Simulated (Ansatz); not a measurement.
System: BiSe (Fm-3m, No. 225, 2 atoms in the cell; start mp-568844). Method: PBEsol (PAW; Ansatz, an electronic-structure program).

Numerical settings: plane-wave cutoff 520 eV, 16×16×16 k mesh, Fermi–Dirac smearing 0.05 eV, scalar-relativistic PAW data made under PBE.

Cell (relaxed at this level):

```cif
data_BiSe
_chemical_formula_sum 'Bi1 Se1'
_space_group_name_H-M_alt 'P 1'
_space_group_IT_number 1
_cell_length_a 4.28698
_cell_length_b 4.28698
_cell_length_c 4.28698
_cell_angle_alpha 60.000
_cell_angle_beta 60.000
_cell_angle_gamma 60.000
loop_
_space_group_symop_operation_xyz
  'x, y, z'
loop_
_atom_site_label
_atom_site_type_symbol
_atom_site_fract_x
_atom_site_fract_y
_atom_site_fract_z
_atom_site_occupancy
Bi1 Bi 0.00000 0.00000 0.00000 1
Se1 Se 0.50000 0.50000 0.50000 1
```

Question: Give the computed bulk modulus.

Answer: 
bulk modulus: 63.0 GPa

The run finds no gap.

Note: the bulk modulus is −V dP/dV from two relaxed cells at ±2 % in volume; the relaxation could not lower the start's symmetry, so the cell can be a saddle point above a distorted one.

Spin–orbit coupling is not included; it can open a gap where bands touch, and shift volumes and moduli.

Computed values are for the static lattice.

Cost on a shared machine: around 40 core-seconds (rough).

A start named mp-… is a Materials Project structure, which need not be a measured phase.
